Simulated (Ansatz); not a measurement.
Consider AlRu in the CsCl type structure (space group Pm-3m, No. 221; a = 2.983 Å).

Method: Ansatz (a first-principles code) r2SCAN, scalar-relativistic without spin-orbit coupling.

For the base:

The lattice parameter a comes out as 2.983 Å.

Perturbation: a negative pressure, −1 GPa.

Q: What does the calculation give for the lattice parameter a after the change?

A: The lattice parameter a goes up by 0.0046 Å, from 2.983 Å to 2.987 Å.

Load acts through the strain it causes; cell and atoms are relaxed under it. Stability against distortions was not tested. All final runs are without spin polarisation.
